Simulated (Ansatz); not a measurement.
Results of LDA in Ansatz (PAW) for fluorite PtAl2.

Run with plane-wave cutoff 520 eV, 12×12×12 k mesh, Fermi–Dirac smearing 0.1 eV, perturbation theory, scalar-relativistic PAW data made under PBE.

Computed at the level's own relaxed cell.

```yaml
crystal:
  lattice:
    - [0.00000, 2.92663, 2.92663]
    - [2.92663, 0.00000, 2.92663]
    - [2.92663, 2.92663, 0.00000]
  atoms:
    - { symbol: Al, position: [0.25000, 0.25000, 0.25000] }
    - { symbol: Al, position: [0.75000, 0.75000, 0.75000] }
    - { symbol: Pt, position: [0.00000, 0.00000, 0.00000] }
```

Harmonic phonon frequencies (cm⁻¹; i marks an imaginary mode):

| q point | frequencies |
|---|---|
| Γ | 0 0 0 243 243 243 301 301 301 |
| X | 107 107 140 211 236 236 313 313 333 |
| L | 71 71 140 273 273 275 275 276 282 |

No imaginary mode appears at these points.

Ansatz is a first-principles code.
